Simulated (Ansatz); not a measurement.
## HfO2, pressure series

Take HfO$_{2}$ (space group P4_2/nmc, No. 137; a = 3.6048 Å, c = 5.2650 Å) as the base.

Cell and atoms are relaxed at each pressure.

All numbers come from PBE in Ansatz (plane waves to 420 eV, PAW, spin-orbit coupling left out), earlier PAW set.

```json
[
 {"change": "base", "electron mass": "1.0 mₑ along c, 0.88 mₑ across (at Γ)", "gap character": "indirect, Z → Γ", "lattice parameter a": "3.605 Å"},
 {"change": "pressure −2 GPa", "electron mass": "1.0 mₑ along c, 0.90 mₑ across (at Γ)", "gap character": "indirect, Z → Γ", "lattice parameter a": "3.615 Å"},
 {"change": "pressure −1 GPa", "electron mass": "1.0 mₑ along c, 0.90 mₑ across (at Γ)", "gap character": "indirect, Z → Γ", "lattice parameter a": "3.610 Å"},
 {"change": "pressure 0.3 GPa", "electron mass": "1.0 mₑ along c, 0.88 mₑ across (at Γ)", "gap character": "indirect, Z → Γ", "lattice parameter a": "3.603 Å"},
 {"change": "pressure 0.7 GPa", "electron mass": "1.0 mₑ along c, 0.88 mₑ across (at Γ)", "gap character": "indirect, Z → Γ", "lattice parameter a": "3.601 Å"},
 {"change": "pressure 1.5 GPa", "electron mass": "?", "gap character": "indirect, Z → Γ", "lattice parameter a": "?"},
 {"change": "pressure 3 GPa", "electron mass": "1.0 mₑ along c, 0.85 mₑ across (at Γ)", "gap character": "indirect, Z → Γ", "lattice parameter a": "3.590 Å"},
 {"change": "pressure 5 GPa", "electron mass": "1.0 mₑ along c, 0.84 mₑ across (at Γ)", "gap character": "indirect, Z → Γ", "lattice parameter a": "3.581 Å"},
 {"change": "pressure 7.5 GPa", "electron mass": "1.1 mₑ along c, 0.82 mₑ across (at Γ)", "gap character": "indirect, A → Γ", "lattice parameter a": "3.570 Å"},
 {"change": "pressure 10 GPa", "electron mass": "1.0 mₑ along c, 0.80 mₑ across (at Γ)", "gap character": "indirect, A → Γ", "lattice parameter a": "3.559 Å"}
]
```

Task: What belongs in the blanks?

Result: 
- pressure 1.5 GPa, electron mass: 1.0 mₑ along c, 0.87 mₑ across (at Γ)
- pressure 1.5 GPa, lattice parameter a: 3.597 Å

With Hf present, leaving out spin-orbit coupling can change the band edges. Load acts through the strain it causes; cell and atoms are relaxed under it. Effective masses come from finite differences of ±0.01 Å⁻¹. No phonon test of stability was made. No other phases were tried under pressure. This is not the structure that HfO2 has at room temperature and ambient pressure.

Ansatz is a quantum-chemistry and plane-wave program.
